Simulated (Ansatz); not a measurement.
A self-consistent single point of Hf₂Ga (Fmm2, 6 atoms in the cell) with Ansatz (an electronic-structure program)

Method of the run: LDA (PW92), default PAW files made with PBE (plane waves; Ansatz).

This input was run:

Ansatz 0.2 input:
```yaml
# Hf2Ga
crystal:
  lattice:
    - [-3.349157, 3.349157, 2.628291]
    - [3.349157, -3.349157, 2.628291]
    - [3.349157, 3.349157, -2.628291]
  atoms:
    - { symbol: Hf, position_ang: [1.063813, 4.412970, -0.000000] }
    - { symbol: Hf, position_ang: [2.320698, -1.028459, 2.628291] }
    - { symbol: Hf, position_ang: [2.320698, 1.028459, 0.000000] }
    - { symbol: Hf, position_ang: [1.028459, 2.320698, 2.628291] }
    - { symbol: Ga, position_ang: [0.000000, 0.000000, 1.314145] }
    - { symbol: Ga, position_ang: [0.000000, 0.000000, 3.942436] }
basis:
  ecutwfc: 420.0
kpoints:
  mp_grid: { grid: [6, 6, 6] }
hamiltonian:
  xc: lda
  pseudopotentials: { kind: paw }
scf:
  occupations: { method: fermi_dirac, width: 0.1 }
output:
  forces: true
  eigenvalues: true
  stress: true
```

Log, with long lists cut:

```
WARN ansatz: RAYON_NUM_THREADS=1 ignored (pool sized by the plan → 1); use --threads N
Pseudopotentials: kind: paw
Pseudopotential: Hf, paw, valence charge 26
Pseudopotential: Ga, paw, valence charge 13
Crystal: 6 atoms, lattice volume = 117.925 Å³
Basis set: ecut = 420 eV, 2265 PW (Γ)
Bands: 78, of which v1, the nominal top of the filled ones, is band 65 counted from 1 (64 counted from 0)
Symmetry: 4 space group operations
Space group: Fmm2 (ITA 42), of the structure as read, at distance tolerance 4.9e-5 Å
k-points: 46 of 216 (time reversal used)
PAW frozen core: Hf, regenerated for the run's functional, and the local potential with it
PAW frozen core: Ga, regenerated for the run's functional, and the local potential with it
Initial density: superposition of atomic densities (neutral atoms: chi_scale 0, normalization atom), corrected by the library's trained network
Initial wavefunctions: pseudopotential atomic-orbital guess
Eigensolver: davidson
Functional: x = slater, c = lda
SCF iter   1: F=—  HF=-69323.976004 eV  |F-HF|=—  |Δ(HF+E_count)|=         —  Δρ=6.60e-3  dr2=4.57e-2  ethr=1.77e-3  ⟨swp⟩=5.2  Hψ=10741  notcnv=0  defer=74
all-band conjugate gradients solve this SCF's bands
preconditioner: auto → Kerker (q_TF=auto, 2.773 Å⁻¹)
SCF iter   2: F=—  HF=-69323.969337 eV  |F-HF|=—  |Δ(HF+E_count)|=   6.67e-3  Δρ=3.99e-3  dr2=2.15e-2  ethr=3.51e-5  ⟨swp⟩=2.3  Hψ=5013  notcnv=0  defer=78
SCF iter   3: F=—  HF=-69323.966080 eV  |F-HF|=—  |Δ(HF+E_count)|=   3.26e-3  Δρ=1.21e-3  dr2=2.13e-3  ethr=1.65e-5  ⟨swp⟩=2.0  Hψ=5281  notcnv=0  defer=78
SCF iter   4: F=—  HF=-69323.963743 eV  |F-HF|=—  |Δ(HF+E_count)|=   2.34e-3  Δρ=5.30e-4  dr2=2.65e-4  ethr=1.64e-6  ⟨swp⟩=2.0  Hψ=6486  notcnv=0  defer=78
SCF iter   5: F=—  HF=-69323.963652 eV  |F-HF|=—  |Δ(HF+E_count)|=   9.11e-5  Δρ=1.12e-4  dr2=1.61e-5  ethr=2.04e-7  ⟨swp⟩=2.0  Hψ=6290  notcnv=0  defer=78
SCF iter   6: F=—  HF=-69323.963647 eV  |F-HF|=—  |Δ(HF+E_count)|=   5.41e-6  Δρ=8.29e-5  dr2=4.93e-6  ethr=1.24e-8  ⟨swp⟩=2.2  Hψ=6486  notcnv=0  defer=78
SCF iter   7: F=—  HF=-69323.963645 eV  |F-HF|=—  |Δ(HF+E_count)|=   1.76e-6  Δρ=2.27e-5  dr2=5.02e-7  ethr=3.80e-9  ⟨swp⟩=2.0  Hψ=5497  notcnv=0  defer=78
SCF iter   8: F=-69323.963645 eV  HF=-69323.963645 eV  |F-HF|=1.36e-7  |Δ(HF+E_count)|=   8.22e-8  Δρ=7.21e-6  dr2=7.78e-8  ethr=7.69e-11  ⟨swp⟩=10.8  Hψ=18301  notcnv=0
SCF 1 converged in 8 iterations: F = -69323.963645 eV  dr2 = 7.78e-8
SCF converged after 8 iterations
Free energy (F): -69323.963645 eV
Harris-Foulkes:  -69323.963645 eV  (|F-HF|=1.36e-7)
Internal energy: -69323.774276 eV  (E = F + TS)
E sigma→0 (E₀):  -69323.868960 eV
Entropy (-TS):   -0.189368 eV (-31.561 meV/atom)
Fermi energy:    17.383015 eV
--- Per-component energies (eV) ---
  E_band       = 71.263509
  E_kinetic    = 1927.744007
  E_local      = -23754.591169  (includes V_loc(G=0)·N_el)
  E_nonlocal   = -4085.931428
  E_hartree    = 11160.118849
  E_xc         = -1329.281736
  E_vxc        = -1185.273771  (∫ρ·V_xc dr)
  E_paw        = -30558.294091  (= ΣΔE_a)
  E_vpaw       = 4849.066190  (= ΣTr[D̂ρ^β])
  E_aug_tail   = -0.000297  (compensation charges beyond the density's cutoff)
  E_ewald      = -22696.824341
  E_core_change = 13.285930  (= ΣΔE_core)
  E_smearing   = -0.189368  (= −TS)
  E_closure    = 0.000000  (closes the sum)
  Σ components = -69323.963645   (vs F -69323.963645, Δ=0.00e0)
--- Forces (eV/Å), atoms counted from 1 ---
  atom   1  Hf    -0.18257430    -0.18257430     0.00000000
  atom   2  Hf     0.11447265     0.11447265     0.00000000
  atom   3  Hf     0.02835797     0.00255181     0.00000000
  atom   4  Hf     0.00255181     0.02835797     0.00000000
  atom   5  Ga     0.01859202     0.01859202     0.00000000
  atom   6  Ga     0.01859202     0.01859202     0.00000000
  max |Σ_I F_I| component: 7.83e-6 eV/Å
--- Stress (GPa, compression-positive) ---
       -7.478651      -0.377062       0.000000
       -0.377062      -7.478651       0.000000
        0.000000       0.000000      -6.321143
  P = ⅓ Tr σ = -7.0928 GPa (-70.928 kbar)
  The stress holds the Pulay correction. Without it, at fixed plane waves, as pw.x and ABINIT print it: P = -7.1214 GPa
--- Band table (eV; the first three rows and the last of 46) ---
  k-point 0: bands = ["-44.0855", "-44.0589", "-44.0295", "-44.0230", "-12.9780", "-12.9443", "-12.8207", "-12.8137", "-12.8013", "-12.7792", "-12.7125", "-12.7091", "-12.6970", "-12.4443", "-12.4322", "-12.4101", "3.0812", "3.2490", "3.2511", [...]
  k-point 1: bands = ["-44.0830", "-44.0586", "-44.0323", "-44.0230", "-12.9826", "-12.9330", "-12.8423", "-12.8190", "-12.7935", "-12.7797", "-12.7209", "-12.6896", "-12.6592", "-12.4622", "-12.4526", "-12.4106", "3.0815", "3.2471", "3.2562", [...]
  k-point 2: bands = ["-44.0776", "-44.0567", "-44.0397", "-44.0230", "-12.9920", "-12.8888", "-12.8855", "-12.8087", "-12.7805", "-12.7745", "-12.7472", "-12.6724", "-12.5858", "-12.5252", "-12.4782", "-12.4119", "3.0820", "3.2434", "3.2669", [...]
  k-point 45: bands = ["-44.0603", "-44.0503", "-44.0457", "-44.0407", "-12.9909", "-12.9656", "-12.8700", "-12.7619", "-12.7604", "-12.7537", "-12.6847", "-12.6416", "-12.5518", "-12.5311", "-12.5255", "-12.5242", "3.0836", "3.2650", "3.2656", [...]
```

The run converged in 8 iterations.

The starting cell comes from a database of computed structures (which also holds hypothetical and non-ambient phases and stackings), without a prior relaxation at this level. Its lattice was rescaled by up to half a per cent. One atom was moved a little off its site on purpose. Spin-orbit coupling is off. With a pressure of about -7 GPa the cell is away from its equilibrium volume at this level. Ansatz's pressure includes its estimate of the finite-basis (Pulay) stress.

Cost on one core of a shared machine: roughly 50 s.
